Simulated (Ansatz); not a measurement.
The starting structures come from a database of crystals and need not be the phases stable at ambient conditions.

Inside the gap of an insulator the Bloch states are evanescent, with a wavenumber k + iκ along the transport direction.

Here is the system:

```
ReP3
1.0
    5.12486     0.00000     0.00000
    0.00000    15.68559     0.00000
    0.00000     0.63198     3.08442
Re P
4 12
Cartesian
  3.32752   6.05889   2.77595
  1.79734  10.25868   0.30847
  0.76509   2.73188   1.85068
  4.35977  13.58570   1.23374
  4.37591   8.12711   2.35218
  0.74895   8.19047   0.73224
  1.81348   0.66366   2.27445
  3.31138  15.65391   0.80997
  4.20900   1.93387   0.40724
  0.91586  14.38371   2.67718
  1.64657   6.22492   1.13497
  3.47829  10.09266   1.94945
  2.44845   3.26807   0.13386
  2.67641  13.04950   2.95056
  5.01088   4.89072   1.40835
  0.11398  11.42686   1.67607
```

Space group of this cell: Pnma. The cell is taken as given.

Transport runs along the normal of the first two printed cell vectors.

No gap correction and no spin-orbit coupling; mid-gap values are interpolated between computed energies.

### Question
Compute, with Ansatz (a first-principles code) with r2SCAN, the band gap and the smallest decay constant κ at mid-gap.

### Answer
Gap 0.24 eV on a 6×10×10 mesh; κ = 0.086 1/Å, at the zone centre.
